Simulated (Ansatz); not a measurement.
We consider rock-salt TmN, described by r²SCAN+rVV10 in Ansatz (plane waves, PAW).

Run with plane-wave cutoff 500 eV, 14×14×14 k mesh, Fermi–Dirac smearing 0.05 eV, spin-polarised with parallel moments, scalar-relativistic PAW data made under PBE.

Computed at the level's own relaxed cell.

Give the computed volume per atom and lattice parameter a.


volume per atom: 13.63 Å³/atom
lattice parameter a: 4.777 Å

Note: the magnetic order was assumed, not searched for or taken from measurement; the 4f shell is treated without U or exact exchange, so its levels and filling can be wrong.

Spin–orbit coupling is not included.

The result took around 80 core-seconds (rough).

Ansatz is an electronic-structure program.
